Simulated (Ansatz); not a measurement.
**A self-consistent single point of Ba2CuBrO2 (R-3m, 6 atoms in the cell) with Ansatz (an electronic-structure program)**

Level of theory: LDA (PW92), default PAW files made with PBE (plane waves; Ansatz).

The input file:

Ansatz 0.2 input:
```yaml
# Ba2CuBrO2
crystal:
  lattice:
    - [2.16142400, 1.24789800, 9.81788400]
    - [-2.16142400, 1.24789800, 9.81788400]
    - [0.00000000, -2.49579700, 9.81788400]
  atoms:
    - { symbol: Ba, position: [0.25154900, 0.25154900, 0.25154900] }
    - { symbol: Ba, position: [0.74845100, 0.74845100, 0.74845100] }
    - { symbol: Cu, position: [0.50000000, 0.50000000, 0.50000000] }
    - { symbol: Br, position: [0.00000000, 0.00000000, 0.00000000] }
    - { symbol: O, position: [0.56118200, 0.56118200, 0.56118200] }
    - { symbol: O, position: [0.43881800, 0.43881800, 0.43881800] }
basis:
  ecutwfc: 420.0 eV
kpoints:
  mp_grid: { grid: [7, 7, 7] }
hamiltonian:
  xc: lda
  pseudopotentials: { kind: paw }
scf:
  occupations: { method: fixed }
output:
  forces: true
  eigenvalues: true
  stress: true
```

Log, with long lists cut:

```
WARN ansatz: RAYON_NUM_THREADS=1 ignored (pool sized by the plan → 1); use --threads N
basis.fft_grid_basis auto: the FFT boxes are laid along the combinations [[1, 0, -1], [0, 1, -1], [0, 0, 1]] of the cell's own vectors, 4.323, 4.323 and 10.130 …
Pseudopotentials: kind: paw
Pseudopotential: Ba, paw, valence charge 10
Pseudopotential: Cu, paw, valence charge 19
Pseudopotential: Br, paw, valence charge 7
Pseudopotential: O, paw, valence charge 6
Crystal: 6 atoms, lattice volume = 158.887 Å³
Basis set: ecut = 420 eV, 3123 PW (Γ), FFT grids on a1−a3, a2−a3, a3
Bands: 35, of which v1, the nominal top of the filled ones, is band 29 counted from 1 (28 counted from 0)
Symmetry: 12 space group operations
Space group: R-3m (ITA 166), of the structure as read, at distance tolerance 5.4e-5 Å
k-points: 44 of 343
PAW frozen core: Ba, regenerated for the run's functional, and the local potential with it
PAW frozen core: Cu, regenerated for the run's functional, and the local potential with it
PAW frozen core: Br, regenerated for the run's functional, and the local potential with it
PAW frozen core: O, regenerated for the run's functional, and the local potential with it
Initial density: superposition of atomic densities (neutral atoms: chi_scale 0, normalization atom), corrected by the library's trained network
Initial wavefunctions: pseudopotential atomic-orbital guess
Eigensolver: davidson
Functional: x = slater, c = lda
SCF iter   1: F=—  HF=-21926.606806 eV  |F-HF|=—  |Δ(HF+E_count)|=         —  Δρ=1.14e-2  dr2=1.79e-1  ethr=1.77e-3  ⟨swp⟩=5.0  Hψ=6210  notcnv=0  defer=159
all-band conjugate gradients solve this SCF's bands
preconditioner: auto → Resta (q_TF=auto, 2.306 Å⁻¹)
SCF iter   2: F=—  HF=-21926.582693 eV  |F-HF|=—  |Δ(HF+E_count)|=   2.41e-2  Δρ=7.81e-3  dr2=6.24e-2  ethr=3.09e-4  ⟨swp⟩=2.9  Hψ=3329  notcnv=0  defer=174
SCF iter   3: F=—  HF=-21926.570068 eV  |F-HF|=—  |Δ(HF+E_count)|=   1.26e-2  Δρ=3.29e-3  dr2=9.61e-3  ethr=1.08e-4  ⟨swp⟩=2.5  Hψ=2807  notcnv=0  defer=176
SCF iter   4: F=—  HF=-21926.568460 eV  |F-HF|=—  |Δ(HF+E_count)|=   1.61e-3  Δρ=1.20e-3  dr2=1.78e-3  ethr=1.66e-5  ⟨swp⟩=2.0  Hψ=2382  notcnv=0  defer=176
SCF iter   5: F=—  HF=-21926.568137 eV  |F-HF|=—  |Δ(HF+E_count)|=   3.23e-4  Δρ=2.67e-4  dr2=1.23e-4  ethr=3.07e-6  ⟨swp⟩=2.1  Hψ=2683  notcnv=0  defer=176
SCF iter   6: F=—  HF=-21926.568138 eV  |F-HF|=—  |Δ(HF+E_count)|=   1.25e-6  Δρ=3.86e-5  dr2=4.87e-6  ethr=2.11e-7  ⟨swp⟩=1.8  Hψ=1943  notcnv=0  defer=123
SCF iter   7: F=—  HF=-21926.568133 eV  |F-HF|=—  |Δ(HF+E_count)|=   5.51e-6  Δρ=1.21e-5  dr2=3.24e-7  ethr=8.40e-9  ⟨swp⟩=2.4  Hψ=2528  notcnv=0  defer=86
SCF iter   8: F=-21926.568133 eV  HF=-21926.568133 eV  |F-HF|=1.50e-8  |Δ(HF+E_count)|=   9.20e-8  Δρ=5.30e-6  dr2=5.13e-8  ethr=1.72e-10  ⟨swp⟩=14.4  Hψ=10287  notcnv=0
SCF 1 converged in 8 iterations: F = -21926.568133 eV  dr2 = 5.13e-8
SCF converged after 8 iterations
Free energy (F): -21926.568133 eV
Harris-Foulkes:  -21926.568133 eV  (|F-HF|=1.50e-8)
Internal energy: -21926.568133 eV  (E = F + TS)
E sigma→0 (E₀):  -21926.568133 eV
Fermi energy:    5.825940 eV
--- Per-component energies (eV) ---
  E_band       = -692.069901
  E_kinetic    = 1117.828777
  E_local      = -9337.537670  (includes V_loc(G=0)·N_el)
  E_nonlocal   = 687.194815
  E_hartree    = 4066.539937
  E_xc         = -828.900207
  E_vxc        = -678.286901  (∫ρ·V_xc dr)
  E_paw        = -14163.068068  (= ΣΔE_a)
  E_vpaw       = -614.367252  (= ΣTr[D̂ρ^β])
  E_aug_tail   = 0.005070  (compensation charges beyond the density's cutoff)
  E_ewald      = -3470.045833
  E_core_change = 1.415046  (= ΣΔE_core)
  E_smearing   = -0.000000  (= −TS)
  E_closure    = 0.000000  (closes the sum)
  Σ components = -21926.568133   (vs F -21926.568133, Δ=0.00e0)
--- Forces (eV/Å), atoms counted from 1 ---
  atom   1  Ba     0.00000000     0.00000000    -0.11674797
  atom   2  Ba     0.00000000    -0.00000000     0.11674797
  atom   3  Cu     0.00000000     0.00000000    -0.00000000
  atom   4  Br     0.00000000     0.00000000     0.00000000
  atom   5  O      0.00000000     0.00000001    -0.41243146
  atom   6  O      0.00000000    -0.00000001     0.41243146
  max |Σ_I F_I| component: 2.63e-30 eV/Å
--- Stress (GPa, compression-positive) ---
       -3.718921       0.000000       0.000000
        0.000000      -3.718921       0.000000
        0.000000       0.000000      -5.019800
  P = ⅓ Tr σ = -4.1525 GPa (-41.525 kbar)
  The stress holds the Pulay correction. Without it, at fixed plane waves, as pw.x and ABINIT print it: P = -4.3741 GPa
--- Band table (eV; the first three rows and the last of 44) ---
  k-point 0: bands = ["-104.6264", "-62.6711", "-62.3443", "-62.3443", "-20.5568", "-20.5516", "-10.7193", "-10.4324", "-9.1485", "-5.7154", "-5.5750", "-5.5280", "-5.5280", "-5.5251", "-5.5251", "1.4189", "2.4350", "2.6586", "2.6586", "3.0791", [...]
  k-point 1: bands = ["-104.6264", "-62.6711", "-62.3443", "-62.3443", "-20.5422", "-20.5376", "-10.7818", "-10.5035", "-9.1264", "-5.8088", "-5.6692", "-5.5666", "-5.5605", "-5.4375", "-5.4148", "1.4492", "2.2848", "2.7200", "2.8326", "3.1060", [...]
  k-point 2: bands = ["-104.6264", "-62.6711", "-62.3443", "-62.3443", "-20.5090", "-20.5060", "-10.9231", "-10.6615", "-9.0649", "-5.8600", "-5.7772", "-5.6496", "-5.6394", "-5.3825", "-5.3103", "1.4970", "2.3519", "2.6626", "2.8258", "2.8975", [...]
  k-point 43: bands = ["-104.6264", "-62.6711", "-62.3443", "-62.3443", "-20.5405", "-20.5393", "-10.7816", "-10.5037", "-9.1261", "-5.8299", "-5.6493", "-5.5666", "-5.5605", "-5.4361", "-5.4147", "1.4128", "2.4942", "2.6355", "2.6723", "3.0843", [...]
```

The run converged in 8 iterations.

The starting cell comes from a database of computed structures (which also holds hypothetical and non-ambient phases and stackings), without a prior relaxation at this level. Its lattice was rescaled by up to half a per cent. With a pressure of about -4 GPa the cell is away from its equilibrium volume at this level. Ansatz's pressure includes its estimate of the finite-basis (Pulay) stress.
